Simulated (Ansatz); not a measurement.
The starting structures come from a database of crystals and need not be the phases stable at ambient conditions.

 Where the default PAW files enter, the runs use the earlier of Ansatz's two default sets.

Data:

```
CELL_PARAMETERS angstrom
      5.72221     0.00000     0.00000
      0.00000     5.72221     0.00000
      2.86110    -2.86110     4.04621
ATOMIC_POSITIONS crystal
  Ba 0.25000 0.25000 0.50000
  Ba 0.75000 0.75000 0.50000
  H  0.21408 0.78592 0.57184
  H  0.78592 0.21408 0.42816
  H  0.78592 0.78592 0.00000
  H  0.21408 0.21408 0.00000
  H  0.21408 0.78592 0.00000
  H  0.78592 0.21408 0.00000
  Os 0.00000 0.00000 0.00000
```

Space group of this cell: Fm-3m. The cell is taken as given; by r2SCAN its mean pressure is -0.6 GPa.

Transport runs along the normal of the first two printed cell vectors, the (001) plane of the conventional cell.

The gap is the functional's own. No spin-orbit coupling. Mid-gap values are interpolated on the energy grid.

Problem. State the band gap and the smallest decay constant κ at mid-gap according to r2SCAN (Ansatz, a program for electronic structure).

Solution. Gap 2.24 eV on a 8×8×8 mesh; κ = 0.346 1/Å, at the zone centre.
